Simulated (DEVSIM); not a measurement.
Device: TaN/SiO2/p-Si capacitor, at 300 K.

```csv
layer (left to right),material,thickness (nm),Na (cm⁻³)
1,SiO2,1.80,-
2,Si,600,9.1e17
```

Metal gate on the left, work function 4.4 eV. Fixed charge at the semiconductor interface 0 cm⁻² (in units of +e); interface traps 1.2e10 cm⁻² eV⁻¹, uniform in energy, neutral level at 0.5 of the gap above the valence band.

Constants are typed, rounded textbook-type inputs, not results; the design itself was drawn at random and stands for no fabricated device. Values at 300 K; Nc and Nv go as T^1.5, mobilities as T to minus their exponent, the gap by Varshni's rule with the affinity fixed.

```tsv
parameter	SiO2	Si
gap (eV)	9	1.124
affinity (eV)	0.9	4.05
permittivity	3.9	11.7
Nc (cm⁻³)	-	2.86e19
Nv (cm⁻³)	-	3.1e19
Varshni α (eV/K)	-	0.000473
Varshni β (K)	-	636
```

Model (solved in DEVSIM): 1D Poisson equation in equilibrium, Boltzmann statistics, complete ionisation; no quantum confinement or tunnelling. Metal contacts follow the ideal Schottky-Mott rule: no Fermi-level pinning, no interface dipoles.

Base results: flat-band voltage (V) -0.68; minimum of the low-frequency capacitance (μF/cm²) 0.269; threshold voltage (band bending 2φF) (V) 0.54.

Task: What follows from this one change: substrate doping 9.1e+17 → 9.1e+16 cm^-3?

Result: flat-band voltage -0.68 → -0.62 V; minimum of the low-frequency capacitance 0.269 → 0.103 μF/cm²; threshold voltage (band bending 2φF) 0.54 → 0.28 V.

Task: What follows from this one change: temperature 300 → 400 K?

Result: flat-band voltage -0.68 → -0.61 V; minimum of the low-frequency capacitance 0.269 → 0.295 μF/cm²; threshold voltage (band bending 2φF) 0.54 → 0.48 V.
